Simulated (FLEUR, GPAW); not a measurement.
A FLEUR input for a self-consistent single point of CoAl (Pm-3m, 2 atoms in the cell) (DFT, PBE, all-electron FLAPW (FLEUR), scalar-relativistic valence):

Input of the input generator:

```
scf CoAl
&input film=f /
2.9069040000 0.0000000000 0.0000000000
0.0000000000 2.9069040000 0.0000000000
0.0000000000 0.0000000000 2.9069040000
1.8897261246
1.0 1.0 1.0

2
13 0.5000000000 0.5000000000 0.5000000000
27 0.0000000000 0.0000000000 0.0000000000

&comp jspins=1 /
&kpt div1=15 div2=15 div3=15 /
&end /
```

```xml
<?xml version="1.0" encoding="UTF-8" standalone="no"?>
<fleurInput fleurInputVersion="0.39">
   <comment>
      scf CoAl                                                                                            
   </comment>
   <calculationSetup>
      <cutoffs Kmax="4.6" Gmax="18.4" GmaxXC="18.4" numbands="0"/>
      <scfLoop itmax="100" minDistance="0.00001" maxIterBroyd="15" imix="Anderson" alpha="0.05" precondParam="0.0" spinf="2.0"/>
      <coreElectrons ctail="T" frcor="F" kcrel="0" coretail_lmax="0"/>
      <xcFunctional name="pbe" relativisticCorrections="F"/>
      <magnetism jspins="1"/>
      <soc l_soc="F" theta="0.0" phi="0.0" spav="F"/>
      <expertModes spex="0" secvar="F"/>
      <geometryOptimization l_f="T" forcealpha="1.0" forcemix="BFGS" epsdisp="0.00001" epsforce="0.00001"/>
      <ldaU l_linMix="F" mixParam="0.05" spinf="1.0"/>
   </calculationSetup>
   <cell>
      <bzIntegration valenceElectrons="18.0" mode="hist" fermiSmearingEnergy="0.00183747">
         <kPointListSelection listName="default-1"/>
         <!-- k-points included here -->
         <xi:include xmlns:xi="http://www.w3.org/2001/XInclude" href="kpts.xml"> </xi:include>
      </bzIntegration>
      <!-- symmetry operations included here -->
      <xi:include xmlns:xi="http://www.w3.org/2001/XInclude" href="sym.xml"> </xi:include>
      <bulkLattice scale="1.0">
         <bravaisMatrix>
            <row-1>    5.4932524305042376     0.0000000000000000     0.0000000000000000</row-1>
            <row-2>    0.0000000000000000     5.4932524305042376     0.0000000000000000</row-2>
            <row-3>    0.0000000000000000     0.0000000000000000     5.4932524305042376</row-3>
         </bravaisMatrix>
      </bulkLattice>
   </cell>
   <atomSpecies>
      <species name="Aluminum (Al)" element="Al" atomicNumber="13">
         <mtSphere radius="1.75" gridPoints="605" logIncrement="0.019"/>
         <atomicCutoffs lmax="8" lnonsphr="6"/>
         <electronConfig flipSpins="F">
            <coreConfig>(1s1/2) (2s1/2) (2p1/2) (2p3/2)</coreConfig>
            <valenceConfig>(3s1/2) (3p1/2) (3p3/2)</valenceConfig>
            <stateOccupation state="(3p1/2)" spinUp="0.1666666666667" spinDown="0.1666666666667"/>
            <stateOccupation state="(3p3/2)" spinUp="0.3333333333333" spinDown="0.3333333333333"/>
         </electronConfig>
         <energyParameters s="3" p="3" d="3" f="4"/>
      </species>
      <species name="Cobalt (Co)" element="Co" atomicNumber="27">
         <mtSphere radius="2.57" gridPoints="885" logIncrement="0.014"/>
         <atomicCutoffs lmax="10" lnonsphr="8"/>
         <electronConfig flipSpins="F">
            <coreConfig>(1s1/2) (2s1/2) (2p1/2) (2p3/2) (3s1/2)</coreConfig>
            <valenceConfig>(3p1/2) (3p3/2) (4s1/2) (3d3/2) (3d5/2)</valenceConfig>
            <stateOccupation state="(3d3/2)" spinUp="1.4" spinDown="1.4"/>
            <stateOccupation state="(3d5/2)" spinUp="2.1" spinDown="2.1"/>
         </electronConfig>
         <energyParameters s="4" p="4" d="3" f="4"/>
         <lo type="SCLO" l="1" n="3" eDeriv="0"/>
      </species>
   </atomSpecies>
   <atomGroups>
      <atomGroup species="Aluminum (Al)">
         <relPos label="                   1">1.000/2.000 1.000/2.000 1.000/2.000</relPos>
         <force calculate="T" relaxXYZ="TTT"/>
      </atomGroup>
      <atomGroup species="Cobalt (Co)">
         <relPos label="                   2">.0000000000 .0000000000 .0000000000</relPos>
         <force calculate="T" relaxXYZ="TTT"/>
      </atomGroup>
   </atomGroups>
   <output dos="F" band="F" slice="F">
      <checks vchk="F" cdinf="F"/>
      <bandDOS minEnergy="-.5*Htr" maxEnergy="0.5*Htr" sigma="0.015" storeEVData="T"/>
      <vacuumDOS vacdos="F" integ="F" star="F" nstars="0" locx1="0.0" locy1="0.0" locx2="0.0" locy2="0.0" nstm="0" tworkf="0.0"/>
      <unfoldingBand unfoldBand="F" supercellX="1" supercellY="1" supercellZ="1"/>
      <plotting iplot="0" polar="F">
         <plot TwoD="T" vec1="  1.0  0.0  0.0" vec2="  0.0  1.0  0.0" vec3="  0.0  0.0  1.0" zero="  0.0  0.0  0.0" file="plot"/>
      </plotting>
      <chargeDensitySlicing numkpt="0" minEigenval="0.0" maxEigenval="0.0" nnne="0" pallst="F"/>
      <specialOutput eonly="F"/>
      <magneticCircularDichroism mcd="F" energyLo="-10.0" energyUp="0.0"/>
   </output>
  <!-- We include the file relax.xml here to enable relaxations (see documentation) -->
  <xi:include xmlns:xi="http://www.w3.org/2001/XInclude" href="relax.xml"> <xi:fallback/> </xi:include>
</fleurInput>
```

### Question
Write the same calculation as an input for GPAW.

### Answer
This is the input that was run; spellings and numerical settings could be chosen otherwise.

```python
from ase import Atoms
from ase.units import GPa
from gpaw import GPAW, PW, FermiDirac

atoms = Atoms(['Al', 'Co'],
              cell=[[2.906904, 0.000000, 0.000000],
                    [0.000000, 2.906904, 0.000000],
                    [0.000000, 0.000000, 2.906904]],
              scaled_positions=[[0.500000, 0.500000, 0.500000],
                                [0.000000, 0.000000, 0.000000]],
              pbc=True)

calc = GPAW(mode=PW(800),
            xc='PBE',
            kpts=(15, 15, 15),
            occupations=FermiDirac(0.05),
            nbands=-10,
            convergence={'density': 1e-05, 'energy': 1e-05},
            symmetry={'symmorphic': False, 'tolerance': 0.0005},
            maxiter=150,
            txt='-')

atoms.calc = calc

energy = atoms.get_potential_energy()
print('Energy (eV):', round(energy, 6))
forces = atoms.get_forces()
print('Forces (eV/Ang):')
print(forces.round(5))
stress = atoms.get_stress()
print('Stress (GPa, Voigt):', (stress / GPa).round(4))
```

Basis settings and potentials, where a program has them, do not carry over. This input uses DFT PBE, plane waves, GPAW PAW datasets PBE (gpaw-data 1.0.1).

The starting cell has typed, rounded lattice constants, without a prior relaxation at this level. Its lattice was rescaled by a random factor within 2.5 % of one.
